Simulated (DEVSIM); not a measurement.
Device: abrupt GaAs n-p junction, at 300 K.

Layer 1 from the left is GaAs, thickness (μm) 0.290, Nd (cm⁻³) 1.5e15, τn (s) 4.3e-10, τp (s) 4.3e-10. Layer 2 from the left is GaAs, thickness (μm) 10.0, Na (cm⁻³) 3.5e17, τn (s) 4.3e-10, τp (s) 4.3e-10.

Left contact: ohmic. Right contact: ohmic. Voltage is applied to the left contact. Recombination: SRH at mid-gap, radiative. Mobility is constant in doping.

This is a model device: material constants are rounded textbook-type values typed into the input, and sizes, dopings and lifetimes were drawn at random. Values at 300 K.

GaAs: gap (eV) 1.424, affinity (eV) 4.07, permittivity 12.9, Nc (cm⁻³) 4.7e17, Nv (cm⁻³) 9e18, μn (cm²/Vs) 8500, μp (cm²/Vs) 400, B (cm³/s) 2e-10.

DEVSIM, 1D drift-diffusion, Boltzmann statistics, complete ionisation; no tunnelling, impact ionisation, image-force lowering or self-heating.

Q: What does the simulation give for the potential step across the device at zero bias, the largest field in the device at zero bias, the dark forward voltage at 100 A/cm²?

A: potential step across the device at zero bias 1.191 V; largest field in the device at zero bias 48000 V/cm; dark forward voltage at 100 A/cm² 1.042 V.
